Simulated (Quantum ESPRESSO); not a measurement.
A self-consistent single point of Ti₃Nb (Amm2, 4 atoms in the cell) with Quantum ESPRESSO.

Method: LDA (PW92), PseudoDojo standard norm-conserving (LDA) pseudopotentials (plane waves; Quantum ESPRESSO 7.5).

The change in words: lattice scaled by 0.98. Reference geometry:
```
CELL_PARAMETERS angstrom
      9.04699     0.00000     0.00000
      0.00000     1.60600     2.41039
      0.00000    -1.60600     2.41039
ATOMIC_POSITIONS crystal
  Ti 0.00000 0.18267 0.18267
  Ti 0.24845 0.79134 0.79134
  Ti 0.75155 0.79134 0.79134
  Nb 0.50000 0.23464 0.23464
```

Reference input (self-consistent single point, DFT, LDA (PW92), plane waves, PseudoDojo standard norm-conserving (LDA) pseudopotentials): ecutwfc = 85 Ry; occupations = smearing; smearing = fd; degauss = 0.0073499 Ry; potentials = {Ti: Ti.upf, Nb: Nb.upf}; K_POINTS = automatic 3 10 10 0 0 0; conv_thr = 1e-11 Ry. This run's input differs from it in these lines:

```diff
@@ -31,5 +31,5 @@
 CELL_PARAMETERS angstrom
-   9.04699000     0.00000000     0.00000000
-   0.00000000     1.60600500     2.41039500
-   0.00000000    -1.60600500     2.41039500
+   8.86605000     0.00000000     0.00000000
+   0.00000000     1.57388500     2.36218700
+   0.00000000    -1.57388500     2.36218700
```

Output, abridged:

```
     Self-consistent Calculation

     iteration #  1     ecut=    85.00 Ry     beta= 0.70

     total energy              =    -479.76753027 Ry
     estimated scf accuracy    <       1.24644964 Ry

     iteration #  2     ecut=    85.00 Ry     beta= 0.70

     total energy              =    -476.96311584 Ry
     estimated scf accuracy    <      83.32147921 Ry

     iteration #  3     ecut=    85.00 Ry     beta= 0.70

     total energy              =    -480.67042321 Ry
     estimated scf accuracy    <       0.66509780 Ry

   [... 17 blocks of this kind left out ...]

     iteration # 21     ecut=    85.00 Ry     beta= 0.70

     total energy              =    -480.76254520 Ry
     estimated scf accuracy    <          1.9E-11 Ry

     iteration # 22     ecut=    85.00 Ry     beta= 0.70
     End of self-consistent calculation

     the Fermi energy is    15.2218 ev

!    total energy              =    -480.76254520 Ry
     estimated scf accuracy    <          2.3E-12 Ry
     smearing contrib. (-TS)   =      -0.01462247 Ry
     internal energy E=F+TS    =    -480.74792273 Ry

     convergence has been achieved in  22 iterations

     Forces acting on atoms (cartesian axes, Ry/au):

     atom    1 type  1   force =     0.00000000    0.00000000    0.00064570
     atom    2 type  1   force =    -0.00199829    0.00000000   -0.00454205
     atom    3 type  1   force =     0.00199829    0.00000000   -0.00454205
     atom    4 type  2   force =     0.00000000    0.00000000    0.00843839

     Total force =     0.010994     Total SCF correction =     0.000001

          total   stress  (Ry/bohr**3)                   (kbar)     P=      -13.50
  -0.00008812   0.00000000   0.00000000          -12.96        0.00        0.00
   0.00000000  -0.00004591   0.00000000            0.00       -6.75        0.00
   0.00000000   0.00000000  -0.00014136            0.00        0.00      -20.79

   JOB DONE.
```

The run converged in 22 iterations. Against the reference run the free energy goes down by 33.1 meV/atom, the pressure goes from -8.63 to -1.35 GPa and the largest force goes from 0.142 to 0.217 eV/Å.

The starting cell comes from a database of computed structures (which also holds hypothetical and non-ambient phases and stackings), without a prior relaxation at this level. For this run, on top of that: lattice scaled by 0.98. Spin polarisation is off.

Cost on one core of a shared machine: roughly 3 min.
